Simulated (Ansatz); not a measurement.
We consider TmSi (Cmcm, No. 63; cell taken from a computed entry), described by r²SCAN in Ansatz (plane waves, PAW).

Run with plane-wave cutoff 500 eV, 10×10×10 k mesh, Fermi–Dirac smearing 0.05 eV, spin-polarised start, scalar-relativistic PAW data made under PBE.

Computed at the level's own relaxed cell.

Question: Estimate the equilibrium volume per atom that the calculation returns.

Answer: 
- equilibrium volume per atom = 21.28 Å³/atom

Note: the magnetic order was assumed, not searched for or taken from measurement; the relaxation could not lower the start's symmetry, so the cell can be a saddle point above a distorted one; the 4f shell is treated without U or exact exchange, so its levels and filling can be wrong.

Spin–orbit coupling is not included.

Ansatz is a first-principles code.
